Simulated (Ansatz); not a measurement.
We consider Ti5Te4 (I4/m, No. 87), described by PBEsol-D3(BJ) (Ansatz, an electronic-structure program, PAW).

Numerical settings: plane-wave cutoff 520 eV, 16×16×16 k mesh, Fermi–Dirac smearing 0.05 eV, no spin polarisation, scalar-relativistic PAW data made under PBE.

Shape and atoms are relaxed at each volume.

Pressure at four volumes; x = ln(V/19.505 Å³). One pressure is withheld.

| V (Å³/atom) | x | P (GPa) |
|---|---|---|
| 18.724 | -0.0409 | 4.12 |
| 19.505 | 0.0000 | -0.01 |
| 19.895 | 0.0198 | -1.74 |
| 20.285 | 0.0392 | ? |

### Question
Pass a parabola P(x) through the three rows shown, estimate the bulk modulus and its pressure derivative near zero pressure, and predict the withheld pressure.

### Answer
Slopes between the rows: (-0.01 − (4.12))/(0.0000 − (-0.0409)) = -100.98 and (-1.74 − (-0.01))/(0.0198 − (0.0000)) = -87.37 GPa. Their difference over the span 0.0607 is c = 13.61/0.0607 = 224.2 GPa, so P(x) = 4.12 + (-100.98)(x − (-0.0409)) + 224.2 (x − (-0.0409))(x − (0.0000)). At the middle row B = −dP/dx = −[-100.98 + 224.2 × 0.0409] = 91.8 GPa, and B′ = dB/dP = 2c/B = 4.9. At x = 0.0392 the parabola gives -3.26 GPa; the run gives -3.29 GPa. The Birch–Murnaghan fit to the energies at all volumes has B0 = 91.9 GPa and B′ = 4.8.

Note: the volume lies 10 % below that of the published cell; the bulk modulus comes from volumes at which shape and atoms were relaxed.

Spin–orbit coupling is not included; it can open a gap where bands touch, and shift volumes and moduli.
